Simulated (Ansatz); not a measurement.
Consider Mg in the hcp (Mg type) structure (space group P6_3/mmc, No. 194; a = 3.1751 Å, c = 5.1628 Å; relaxed with 0.1 eV smearing).

Method: PBEsol/PAW in Ansatz (a program for electronic structure), no spin-orbit coupling.

Base values:

```
Item        Value
--------  -------
Pressure  0.0 GPa
Band gap     zero
```

The change: an isotropic linear strain of −1.50 %, atoms relaxed at fixed cell.

Task: What does the calculation give for the pressure, energy relative to the base and band gap after the change?

Result: The pressure (mean of the normal stresses, compression positive) goes from zero to 1.8 GPa; the energy goes up by 5.5 meV/atom; the band gap stays zero.

Stability against distortions was not tested.
